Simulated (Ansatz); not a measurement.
The parent structure is Al in the fcc (Cu type) structure (space group Fm-3m, No. 225; a = 4.040 Å).

Level of theory: PBE (Ansatz, an electronic-structure program, PAW, spin-orbit coupling left out), earlier PAW set.

Before the change:

| Property | Value |
|---|---|
| Lattice parameter a | 7.634 bohr |

Modification: cell and atoms relaxed at a pressure of 30 GPa.

Problem. What happens to the lattice parameter a?

Solution. The lattice parameter a falls by 0.564 bohr to 7.070 bohr.

Load acts through the strain it causes; cell and atoms are relaxed under it. Whether these cells are dynamically stable was not tested. No other phases were tried under pressure.
